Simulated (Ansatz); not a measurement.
**Carrier properties of ZnSe under load (space group I-4m2)**

Given:

```xyz
2
Lattice="0.0000 2.8669 2.6887 2.8669 0.0000 2.6887 2.8669 2.8669 0.0000" Properties=species:S:1:pos:R:3 pbc="T T T"
Zn     0.0000     0.0000     0.0000
Se     4.3003     4.3003     4.0330
```

All values below come from PBEsol with spin-orbit coupling, rigid bands (plane waves, PAW; Ansatz, a first-principles code). Condition of this run: uniaxial stress zz = 2 GPa (compression positive) (the target of the relaxation). Geometry: cell and atoms relaxed with PBEsol, then loaded as said.

```
Property                                                                   Value
--------------------------------------------  ----------------------------------
band gap                                                                 1.05 eV
electron conductivity mass (300 K, dilute)    0.103 (x), 0.103 (y), 0.097 (z) mₑ
hole conductivity mass (300 K, dilute)           0.60 (x), 0.60 (y), 0.25 (z) mₑ
effective density of states N_c (300 K)                              7.8e17 cm⁻³
effective density of states N_v (300 K)                              6.2e18 cm⁻³
density-of-states mass, electrons                                       0.099 mₑ
density-of-states mass, holes                                            0.39 mₑ
Seebeck coefficient, n-type 1e19 cm⁻³, 300 K                            -65 μV/K
Seebeck coefficient, p-type 1e19 cm⁻³, 300 K                            218 μV/K
```

Rigid bands; masses and Seebeck coefficients take one relaxation time τ for all states and one kind of carrier; polarons and phonon drag are left out.
